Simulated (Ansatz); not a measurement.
System: B20 (FeSi-type) CoSi. Method: PBEsol in Ansatz (plane waves, PAW).

Settings: plane-wave cutoff 520 eV, 14×14×14 k mesh, Fermi–Dirac smearing 0.02 eV (set by the program), no spin polarisation, scalar-relativistic PAW data made under PBE.

Computed at the level's own relaxed cell.

Elastic tensor (GPa, Voigt notation, ions relaxed):

```
  405.7   158.9   158.9     0.0     0.0     0.0
  158.9   405.7   158.9     0.0     0.0     0.0
  158.9   158.9   405.7     0.0     0.0     0.0
    0.0     0.0     0.0   131.3     0.0     0.0
    0.0     0.0     0.0     0.0   131.3     0.0
    0.0     0.0     0.0     0.0     0.0   131.3
```

Worked from these constants: the tetragonal shear constant is C′ = (C11 − C12)/2 = 123.4 GPa against C44 = 131.3 GPa, so the tetragonal shear is the softer. The Zener ratio C44/C′ is 1.06 (1 for an isotropic solid), and the Cauchy pressure C12 − C44 is 27.6 GPa. With C11 + 2C12 = 723.5 GPa all three Born conditions hold; they don't test modes at the zone boundary.

Ansatz is an electronic-structure program.
